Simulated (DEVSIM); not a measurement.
Device: abrupt GaAs n-p junction, at 300 K.

Layer 1 from the left is GaAs, thickness (μm) 15.0, Nd (cm⁻³) 9e15, τn (s) 4.6e-8, τp (s) 4.6e-8. Layer 2 from the left is GaAs, thickness (μm) 2.00, Na (cm⁻³) 7.8e17, τn (s) 4.6e-8, τp (s) 4.6e-8.

Left contact: ohmic. Right contact: ohmic. Voltage is applied to the left contact. Recombination: SRH at mid-gap. Mobility is μmin + (μ − μmin)/(1 + (N/Nref)^α).

The device is made up for the run: typed textbook-type constants, with dimensions and the other settings drawn at random. Values at 300 K.

GaAs: gap (eV) 1.424, affinity (eV) 4.07, permittivity 12.9, Nc (cm⁻³) 4.7e17, Nv (cm⁻³) 9e18, μn (cm²/Vs) 8500, μp (cm²/Vs) 400, μn,min 500, μp,min 20, Nref,n 6e16, Nref,p 1.5e17, αn 0.39, αp 0.38.

Task: Estimate by hand the built-in potential, the peak field at zero bias, the capacitance at 1.5 V, and compare with a numerical solution.

Result: 
- Built-in potential: ni = √(Nc Nv) exp(−Eg/2kT) = 2250000 cm⁻³ with Eg = 1.424 eV; Vbi = kT/q ln(Na Nd/ni²) = 1.259 V; numerical 1.259 V.
- Peak field at zero bias: depletion approximation: W = √(2εVbi/(qN)) = 0.449 μm with N = 8.90e15 cm⁻³; field = 2Vbi/W = 56000 V/cm; numerical 65200 V/cm (estimate below by 14 %).
- Capacitance at 1.5 V: C = √(qεN / 2(Vbi + |V|)) = 17.2 nF/cm²; numerical 17.4 nF/cm² (estimate below by 1.1 %).

Simulated with DEVSIM: 1D drift-diffusion, Boltzmann statistics, complete ionisation; no tunnelling, impact ionisation, image-force lowering or self-heating.
